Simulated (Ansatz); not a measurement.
The structure below was relaxed with r2SCAN (Ansatz, a first-principles code), spin-orbit coupling left out, at pressure −2 GPa.

```xyz
1
Lattice="0.0000 2.0670 2.0670 2.0670 0.0000 2.0670 2.0670 2.0670 0.0000" Properties=species:S:1:pos:R:3 pbc="T T T"
Ag     0.0000     0.0000     0.0000
```

Question: Find the space group and the Wyckoff positions.

Answer: Space group Fm-3m (No. 225); a = b = c = 4.1339 Å, α = β = γ = 90.00°

| atom | site | symmetry | x | y | z |
|---|---|---|---|---|---|
| Ag | 4a | m-3m | 0.0000 | 0.0000 | 0.0000 |

Load acts through the strain it causes; cell and atoms are relaxed under it. Stability against distortions was not tested. The cell was made from Ag in the fcc (Cu type) structure (space group Fm-3m, No. 225) by this change: pressure −2 GPa.
